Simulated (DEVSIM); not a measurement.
Device: W/Al2O3/p-Si capacitor, at 400 K.

```tsv
layer (left to right)	material	thickness (nm)	Na (cm⁻³)
1	Al2O3	13.0	-
2	Si	4900	1.4e16
```

Metal gate on the left, work function 4.6 eV. Fixed charge at the semiconductor interface 5.6e10 cm⁻² (in units of +e); interface traps 3e11 cm⁻² eV⁻¹, uniform in energy, neutral level at 0.3 of the gap above the valence band.

Constants are typed, rounded textbook-type inputs, not results; the design itself was drawn at random and stands for no fabricated device. Values at 300 K; Nc and Nv go as T^1.5, mobilities as T to minus their exponent, the gap by Varshni's rule with the affinity fixed.

| parameter | Al2O3 | Si |
|---|---|---|
| gap (eV) | 6.8 | 1.124 |
| affinity (eV) | 1.35 | 4.05 |
| permittivity | 9 | 11.7 |
| Nc (cm⁻³) | - | 2.86e19 |
| Nv (cm⁻³) | - | 3.1e19 |
| Varshni α (eV/K) | - | 0.000473 |
| Varshni β (K) | - | 636 |

Model (solved in DEVSIM): 1D Poisson equation in equilibrium, Boltzmann statistics, complete ionisation; no quantum confinement or tunnelling. Metal contacts follow the ideal Schottky-Mott rule: no Fermi-level pinning, no interface dipoles.

### Question
Tabulate band edges, carrier densities and field at 0.1 V on the gate.

### Answer
Energies count from the Fermi level of the right contact; mesh points crowd at the junctions.

```
x (μm)    Ec (eV)  Ev (eV)  n (cm⁻³)  p (cm⁻³)  field (V/cm)
--------  -------  -------  --------  --------  ------------
0.000       3.150   -3.650     < 1e2     < 1e2         48000
0.001423    3.157   -3.643     < 1e2     < 1e2         48000
0.004269    3.171   -3.629     < 1e2     < 1e2         48000
0.008898    3.193   -3.607     < 1e2     < 1e2         48000
0.01227     3.209   -3.591     < 1e2     < 1e2         48000
0.01347     0.515   -0.582    1.4e13    2.2e12         34000
0.01564     0.522   -0.575    1.2e13    2.8e12         34000
0.02346     0.547   -0.549    5.6e12    5.8e12         32000
0.03896     0.594   -0.502    1.4e12    2.2e13         28000
0.07511     0.683   -0.413    1.1e11    3.0e14         21000
0.1594      0.790   -0.307     5.0e9    6.5e15          5900
0.4790      0.816   -0.280     2.3e9    1.4e16           ≈ 0
1.102       0.816   -0.280     2.3e9    1.4e16           ≈ 0
2.545       0.816   -0.280     2.3e9    1.4e16           ≈ 0
4.140       0.816   -0.280     2.3e9    1.4e16           ≈ 0
4.582       0.816   -0.280     2.3e9    1.4e16           ≈ 0
4.772       0.816   -0.280     2.3e9    1.4e16           ≈ 0
4.853       0.816   -0.280     2.3e9    1.4e16           ≈ 0
4.895       0.816   -0.280     2.3e9    1.4e16           ≈ 0
4.906       0.816   -0.280     2.3e9    1.4e16           ≈ 0
4.911       0.816   -0.280     2.3e9    1.4e16           ≈ 0
4.913       0.816   -0.280     2.3e9    1.4e16           ≈ 0
```
